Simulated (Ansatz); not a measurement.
## InP under a change: In → Ag

Take InP in the zinc blende structure (space group F-43m, No. 216; a = 5.907 Å) as the base.

Modification: every In is replaced by Ag, then cell and atoms are relaxed.

Calculations: Kohn–Sham DFT with the r2SCAN functional, run in Ansatz (a first-principles code) with PAW and 500 eV plane waves, no SOC. Settings: 14×14×14 k-points, 0.05 eV Fermi–Dirac smearing, for the changed cell.

```yaml
volume_per_atom: 21.80 Å³ (base 25.76 Å³)
density: 5.29 g/cm³ (base 4.70 g/cm³)
space_group: F-43m (No. 216) (base F-43m (No. 216))
shortest_interatomic_distance: 2.419 Å (base 2.558 Å)
band_gap: zero (base 1.03 eV)
```

Final structure:

```yaml
crystal:
  lattice:
    - [0.00000, 2.79359, 2.79359]
    - [2.79359, 0.00000, 2.79359]
    - [2.79359, 2.79359, 0.00000]
  atoms:
    - { symbol: P, position: [0.75000, 0.75000, 0.75000] }
    - { symbol: Ag, position: [0.00000, 0.00000, 0.00000] }
```

No phonon test of stability was made. As relaxed here, AgP is a hypothetical phase, not in the database extracts checked. All final runs are without spin polarisation.
